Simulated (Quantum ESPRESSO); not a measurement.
What a tighter setting buys: conv_thr, Ba6Mg7H26 (Immm, 39 atoms in the cell)

Cell: a = 9.9937 Å, b = 9.9937 Å, c = 9.9937 Å, α = 146.27°, β = 106.64°, γ = 83.22°.

Level of theory: PBEsol, GBRV 1.5 ultrasoft (PBESOL) pseudopotentials (plane waves; Quantum ESPRESSO).

Base settings: ecutwfc = 40 Ry; ecutrho = 200 Ry; occupations = smearing; smearing = fermi-dirac; degauss = 0.00147 Ry; potentials = {Ba: ba_pbesol_v1.uspp.F.UPF, Mg: mg_pbesol_v1.4.uspp.F.UPF, H: h_pbesol_v1.4.uspp.F.UPF}; K_POINTS = automatic 3 3 3 0 0 0; conv_thr = 1e-10 Ry; mixing_beta = 0.3.

Misses are taken against the tightest run, 1e-10 Ry, which need not be fully converged itself.

Core times come from one kind of shared machine and are given to one figure; runs under 30 s give none.

The starting cell comes from a database of computed structures (which also holds hypothetical and non-ambient phases and stackings), without a prior relaxation at this level.

| conv_thr | largest difference in the force on any atom (eV/Å) | core time / reference (rough) |
|---|---|---|
| 0.0001 Ry | 0.053 | 0.3 |
| 1e-05 Ry | 0.029 | 0.4 |
| 1e-07 Ry | 0.004 | 0.5 |
| 1e-10 Ry | 0.000 | 1 |

Coarsest setting among those run that, with all tighter ones, holds the force on any atom within 0.02 eV/Å of the reference: 1e-07 Ry, off by 0.0036 eV/Å; its saving against the reference is no more than about a factor of 2 in time.

Left out of this page: 1 run of the series outside the window shown, repeating another row's setting, or not comparable.
